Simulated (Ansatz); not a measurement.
Here is the system:

```yaml
crystal:
  lattice:
    - [5.66678, 0.00000, 0.00000]
    - [0.00000, 5.66678, 0.00000]
    - [0.00000, 0.00000, 5.66678]
  atoms:
    - { symbol: Cs, position: [0.00000, 0.00000, 0.00000] }
    - { symbol: Pb, position: [0.50000, 0.50000, 0.50000] }
    - { symbol: Cl, position: [0.50000, 0.00000, 0.50000] }
    - { symbol: Cl, position: [0.00000, 0.50000, 0.50000] }
    - { symbol: Cl, position: [0.50000, 0.50000, 0.00000] }
```

No spin polarisation.

Computed with PBE/PAW in Ansatz (a program for electronic structure), without spin-orbit coupling. Γ-centred 6×6×6 mesh, Fermi–Dirac width 0.05 eV.

Task: Predict the hole mass, pressure and electron mass.

Result: Hole mass: 0.20 mₑ (at R)
Pressure: 8.6 kbar
Electron mass (degenerate bands, along [100]): 0.11, 0.88, 0.88 mₑ (at R)

With Pb present, leaving out spin-orbit coupling can change the band edges. The levels and masses belong to the bands next to the band gap. The cells carry an imposed strain or load. Masses are band curvatures over ±0.01 Å⁻¹ around the edge. Whether these cells are dynamically stable was not tested. The cell was made from CsPbCl3 in the cubic perovskite structure (space group Pm-3m, No. 221) by this change: isotropic strain −1.20 %. Many cubic perovskites are stable only at high temperature; tilts and polar distortions were not tested. This is not the structure that CsPbCl3 has at room temperature and ambient pressure.
